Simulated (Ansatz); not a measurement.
# MoSi2: pressure series

The parent structure is MoSi$_{2}$ (space group I4/mmm, No. 139; a = 3.2169 Å, c = 7.8730 Å).

Cell and atoms are relaxed at each pressure.

Levels (all Ansatz, a quantum-chemistry and plane-wave program, PAW): PBE (420 eV, no SOC); PBEsol (420 eV, without spin-orbit coupling).

The base cell above is that of PBE; each level relaxes its own structures.

```csv
case,"lattice parameter a, PBE","lattice parameter a, PBEsol"
pressure −2 GPa,322.8 pm,320.1 pm
pressure −1 GPa,322.3 pm,319.5 pm
pressure 0.3 GPa,321.5 pm,___
pressure 0.7 GPa,321.3 pm,___
pressure 1.5 GPa,320.9 pm,318.3 pm
pressure 3 GPa,320.1 pm,___
pressure 5 GPa,319.0 pm,___
pressure 7.5 GPa,317.8 pm,315.4 pm
pressure 10 GPa,316.7 pm,314.3 pm
```

Task: Some entries are withheld; estimate them.

Result: 
- pressure 0.3 GPa, lattice parameter a, PBEsol: 318.9 pm
- pressure 0.7 GPa, lattice parameter a, PBEsol: 318.7 pm
- pressure 3 GPa, lattice parameter a, PBEsol: 317.5 pm
- pressure 5 GPa, lattice parameter a, PBEsol: 316.6 pm

PBE lies above PBEsol in every row, by 2.3 pm to 2.8 pm. They put the cases in the same order.

Load acts through the strain it causes; cell and atoms are relaxed under it. No phonon test of stability was made. No other phases were tried under pressure. The final runs are not spin-polarised.
